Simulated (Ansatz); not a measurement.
Base system: GaN in the wurtzite structure (space group P6_3mc, No. 186; a = 3.2184 Å, c = 5.2432 Å).

Computed with Kohn–Sham DFT with the PBE functional, run in Ansatz (a first-principles code) with PAW and 420 eV plane waves, scalar-relativistic without spin-orbit coupling.

Strains are applied to the cell and any free atomic positions relax.

One change was made to it. Results:

```csv
quantity,base,after
"valence-band top at Γ (three highest levels, from the VBM)","0.00, 0.00, -0.04 eV","0.00, 0.00, -0.05 eV"
band gap,1.71 eV,2.07 eV
electron mass,"0.14 mₑ along c, 0.16 mₑ across (at Γ)","0.17 mₑ along c, 0.19 mₑ across (at Γ)"
"pressure (mean of the normal stresses, compression positive)",0.00 GPa,10.59 GPa
```

Problem. Which change produced these results?
(A) isotropic strain −0.60 %
(B) isotropic strain −2.40 %
(C) isotropic strain −1.80 %

Solution. C, isotropic strain −1.80 %. For comparison, the band gap in the other runs: isotropic strain −0.60 % gives 1.83 eV; isotropic strain −2.40 % gives 2.19 eV.

Effective masses come from finite differences of ±0.01 Å⁻¹. Stability against distortions was not tested.
